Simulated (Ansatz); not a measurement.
Input:

```
AlN
1.0
    0.04378     2.18887     2.18887
    2.18887     0.04378     2.18887
    2.23264     2.23264     0.00000
Al N
1 1
Direct
  0.00283   0.00283   0.99717
  0.24717   0.24717   0.25283
```

No spin polarisation.

Method: plane-wave PAW DFT at the PBEsol level (Ansatz, a quantum-chemistry and plane-wave program, 420 eV), no spin-orbit coupling. Settings: 13×13×13 k-points, 0.05 eV Fermi–Dirac smearing.

Estimate the stress (xx, yy, zz, yz, xz, xy; compression positive).

(0.19, 0.19, -0.12, 0.00, 0.00, -7.17) GPa.

Predict the gap character.

Indirect, Γ → X.

Estimate the smallest direct gap.

3.85 eV.

Predict the space group.

Imm2 (No. 44).

The cells carry an imposed strain or load. Whether these cells are dynamically stable was not tested. The cell was made from AlN in the zinc blende structure (space group F-43m, No. 216) by this change: tensor shear ε_xy = +2.00 %. This is not the structure that AlN has at room temperature and ambient pressure.
